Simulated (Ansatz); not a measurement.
The reference is PbO (space group P4/nmm, No. 129; a = 4.034 Å, c = 4.994 Å; layered, stacked along the Cartesian z axis). Axes: x, y, z lie along a, b, c of the conventional cell.

Method: Ansatz (a first-principles code) PBE-D3(BJ), no spin-orbit coupling.

For the base:

| Property | Value |
|---|---|
| Pressure | 0.1 kbar |

Now apply this change: compressive biaxial strain of 3.00 % in the plane normal to [001], as in epitaxy on a mismatched substrate; the out-of-plane cell vector and the atoms relax.

Q: What does the calculation give for the ratio −ε⊥/ε∥ after the change?

A: The ratio −ε⊥/ε∥ comes out as 1.41.

Q: Estimate the effect on the pressure.

A: The pressure (mean of the normal stresses, compression positive) goes up by 24.1 kbar (0.1 kbar → 24.2 kbar).

Whether these cells are dynamically stable was not tested. The D3 term's C6 switches between coordination references near this geometry, which can add small steps to energies.
